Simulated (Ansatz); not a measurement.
The starting structures come from a database of crystals and need not be the phases stable at ambient conditions.

The decay constant κ of evanescent states in the gap governs leakage through a thin film.

Here is the system:

```yaml
crystal:
  lattice:
    - [5.84640, 0.00000, 0.00000]
    - [0.00000, 8.18393, 0.00000]
    - [2.92320, -4.09197, 2.91448]
  atoms:
    - { symbol: Sr, position: [0.51054, 0.75000, 0.00000] }
    - { symbol: Sr, position: [0.48946, 0.25000, 0.00000] }
    - { symbol: Zr, position: [0.00000, 0.50000, 0.00000] }
    - { symbol: Zr, position: [0.00000, 0.00000, 0.00000] }
    - { symbol: O, position: [0.08198, 0.75000, 0.00000] }
    - { symbol: O, position: [0.91802, 0.25000, 0.00000] }
    - { symbol: O, position: [0.50000, 0.20502, 0.50000] }
    - { symbol: O, position: [0.50000, 0.79498, 0.50000] }
    - { symbol: O, position: [0.00000, 0.29498, 0.50000] }
    - { symbol: O, position: [0.00000, 0.70502, 0.50000] }
```

Space group of this cell: Imma. The cell is taken as given; by PBEsol its mean pressure is -2.6 GPa.

Transport runs along the normal of the first two printed cell vectors.

No gap correction and no spin-orbit coupling; mid-gap values are interpolated between computed energies.

### Question
State the band gap and the smallest decay constant κ at mid-gap according to PBEsol (Ansatz, a program for electronic structure).

### Answer
Gap 3.54 eV on a 10×10×10 mesh; κ = 0.297 1/Å, at the zone centre.
